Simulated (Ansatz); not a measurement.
**AlPd (model structure, Fm-3m, No. 225, 2 atoms in the cell)**

Computed with PBEsol (Ansatz, an electronic-structure program, PAW).

Numerical settings: plane-wave cutoff 520 eV, 20×20×20 k mesh, Fermi–Dirac smearing 0.05 eV, scalar-relativistic PAW data made under PBE.

Cell (relaxed at this level):

```
AlPd
1.0
    0.00000     2.53377     2.53377
    2.53377     0.00000     2.53377
    2.53377     2.53377     0.00000
Pd Al
1 1
Cartesian
  0.00000   0.00000   0.00000
  2.53377   2.53377   2.53377
```

```
Property                Result
---------------  -------------
band gap         zero (no gap)
bulk modulus B0        123 GPa
```

Note: the bulk modulus is −V dP/dV from two relaxed cells at ±2 % in volume; the relaxation could raise the start's symmetry but not lower it, so the cell can be a saddle point.

Spin–orbit coupling is not included.

The computed numbers hold no vibrational or temperature effects.

The result took about 24 core-seconds (a rough figure).

A model structure was made by putting elements into a prototype or built by hand; it is no filed structure, need not be a known phase, and can be a saddle point held by its symmetry.
